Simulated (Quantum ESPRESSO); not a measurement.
Quantum ESPRESSO run on LaSi2Ag2 (P1, 5 atoms in the cell): self-consistent single point.

Computed with PBEsol, GBRV 1.5 ultrasoft (PBESOL) pseudopotentials (plane waves; Quantum ESPRESSO).

```xyz
5
Lattice="-2.1525 2.1525 5.3294 2.1525 -2.1525 5.3294 2.1525 2.1525 -5.3294" Properties=species:S:1:pos:R:3 pbc="T T T"
La    -0.0614    -0.0495    -0.0490
Si     0.0877     0.0112     6.5111
Si    -0.0025    -0.0680     4.1442
Ag     2.1085     0.0382     2.7217
Ag     0.0202     2.2206     2.6602
```

Reference input (self-consistent single point, DFT, PBEsol, plane waves, GBRV 1.5 ultrasoft (PBESOL) pseudopotentials): ecutwfc = 40 Ry; ecutrho = 320 Ry; occupations = smearing; smearing = marzari-vanderbilt; degauss = 0.0147 Ry; potentials = {La: la_pbesol_v1.uspp.F.UPF, Si: si_pbesol_v1.uspp.F.UPF, Ag: ag_pbesol_v1.4.uspp.F.UPF}; K_POINTS = automatic 5 5 6 0 0 0; conv_thr = 1e-10 Ry; mixing_beta = 0.7. This run's input differs from it in these lines:

```diff
@@ -37,3 +37,3 @@
 K_POINTS automatic
-5 5 6  0 0 0
+5 5 6  0 0 1
```

Output, abridged:

```
     Self-consistent Calculation

     iteration #  1     ecut=    40.00 Ry     beta= 0.70

     negative rho (up, down):  8.446E-05 0.000E+00

     total energy              =    -705.79442586 Ry
     estimated scf accuracy    <       9.24341683 Ry

     iteration #  2     ecut=    40.00 Ry     beta= 0.70

     negative rho (up, down):  5.574E-03 0.000E+00

     total energy              =    -710.08589288 Ry
     estimated scf accuracy    <      25.06184077 Ry

     iteration #  3     ecut=    40.00 Ry     beta= 0.70

     negative rho (up, down):  1.726E-02 0.000E+00

     total energy              =    -712.62573929 Ry
     estimated scf accuracy    <       1.87501368 Ry

   [... 11 blocks of this kind left out ...]

     iteration # 15     ecut=    40.00 Ry     beta= 0.70

     negative rho (up, down):  5.700E-02 0.000E+00

     total energy              =    -712.59482913 Ry
     estimated scf accuracy    <          1.3E-10 Ry

     iteration # 16     ecut=    40.00 Ry     beta= 0.70

     negative rho (up, down):  5.700E-02 0.000E+00
     End of self-consistent calculation

     Number of k-points >= 100: set verbosity='high' to print the bands.

     the Fermi energy is    13.1061 ev

!    total energy              =    -712.59482913 Ry
     estimated scf accuracy    <          2.2E-12 Ry
     smearing contrib. (-TS)   =       0.00057137 Ry
     internal energy E=F+TS    =    -712.59540050 Ry

     convergence has been achieved in  16 iterations

     negative rho (up, down):  5.700E-02 0.000E+00

     Forces acting on atoms (cartesian axes, Ry/au):

     atom    1 type  1   force =     0.01696905    0.00920670    0.01253370
     atom    2 type  2   force =    -0.01866073   -0.00431381    0.00088527
     atom    3 type  2   force =    -0.00831839    0.01820178    0.00778188
     atom    4 type  3   force =     0.00724465   -0.00245612   -0.01414499
   [... lines left out ...]
     Total force =     0.045831     Total SCF correction =     0.000002
   [... lines left out ...]

     negative rho (up, down):  5.700E-02 0.000E+00
          total   stress  (Ry/bohr**3)                   (kbar)     P=      -33.80
  -0.00021950   0.00001038   0.00000417          -32.29        1.53        0.61
   0.00001038  -0.00021940   0.00003010            1.53      -32.28        4.43
   0.00000417   0.00003010  -0.00025050            0.61        4.43      -36.85

   JOB DONE.
```

The run converged in 16 iterations. Against the reference run the free energy is nearly the same (within 1 meV/atom), the pressure hardly changes (-3.39 to -3.38 GPa) and the largest force goes from 0.580 to 0.592 eV/Å.

The starting cell comes from a database of computed structures (which also holds hypothetical and non-ambient phases and stackings), without a prior relaxation at this level. Its atoms were displaced at random from the sites of space group no. 139.

Cost on one core of a shared machine: roughly 10 min.
